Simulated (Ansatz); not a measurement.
**Carrier properties of monolayer GeSe**

Input:

```
CELL_PARAMETERS angstrom
      3.97348     0.00000     0.00000
      0.00000     4.27926     0.00000
      0.00000     0.00000    18.83059
ATOMIC_POSITIONS crystal
  Ge 0.75000 0.89407 0.56429
  Ge 0.25000 0.39407 0.43571
  Se 0.25000 0.48053 0.56912
  Se 0.75000 0.98053 0.43088
```

Level of theory: HSE06, rigid bands (plane waves, PAW, scalar-relativistic; Ansatz, a program for electronic structure). Cell: cell and atoms relaxed with PBE.

```
Quantity                                                        Result
----------------------------------------------  ----------------------
band gap                                                       1.57 eV
electron conductivity mass (300 K, dilute)      0.22 (x), 0.151 (y) mₑ
effective density of states N_c (300 K)                    4.7e12 cm⁻²
Seebeck coefficient, n-type 1.9e12 cm⁻², 300 K               -272 μV/K
```

Rigid bands; masses and Seebeck coefficients take one relaxation time τ for all states and one kind of carrier; polarons and phonon drag are left out. Spin-orbit coupling is left out. Geometry: cell and atoms relaxed with PBE.
